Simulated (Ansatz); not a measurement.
HfB2: energy against strain

HfB2 (AlB2 type, P6/mmm, 9.732 Å³/atom at rest, c along z) under an equal strain ε in the (0001) plane with the normal axis free, as in a coherent film. PBEsol in Ansatz, a plane-wave DFT program (PAW, default set), 420 eV, 21×21×17 Γ-centred mesh, Fermi-Dirac smearing 0.10 eV; ions are relaxed within the symmetry of each cell.

Here s stands for strain and y for E less E0.

| strain (%) | E less E0 (meV/atom) |
|---|---|
| -1.50 | 8.68 |
| -1.00 | 3.80 |
| -0.50 | 0.93 |
| 0.00 | 0.00 |
| 0.50 | 0.95 |
| 1.00 | 3.71 |
| 1.50 | 8.22 |
| 3.00 | ? |

Fit y of the 7 rows that show it with a parabola. Least squares gives y = 0.000 - 0.1100·s + 3.7552·s². Residuals (row less fit): 0.066, -0.065, -0.064, 0.000, 0.066, 0.065, -0.064; standard error 0.080 (degrees of freedom: 4). Twice the quadratic coefficient over the volume, 2 × 3.7552 meV × 10⁴ × 0.1602 / 9.732 Å³, is twice the biaxial elastic modulus of this plane = 1236 ± 11 GPa.

### Question
Predict the withheld y at s = 3.00 from the fit, and compare with the calculation.

### Answer
y = 0.000 - 0.1100 × 3.0 + 3.7552 × 3.0² = 33.467 meV/atom. The calculation gives 31.58 meV/atom, 1.887 meV/atom below the prediction (6.0 % of the range of y in the table). The row lies outside the fitted rows, so this is an extrapolation. From the scatter of the fitted rows alone, a prediction at this place has a standard error of 0.304 meV/atom, so the miss is 6.2 times that.

One order more, fitted to all 13 runs of the series, follows each within 0.01, so the miss is the next term of a smooth law. In a metal these values are sensitive to mesh and smearing; energies are taken to zero smearing, stresses follow the free energy. Rows are the converged runs of the series near zero and its far end; series whose fitted rows scatter by over a few per cent of the range, as at a crossing or softening among them, aren't shown in this form. Most that stay on the fit to the last digits aren't either.
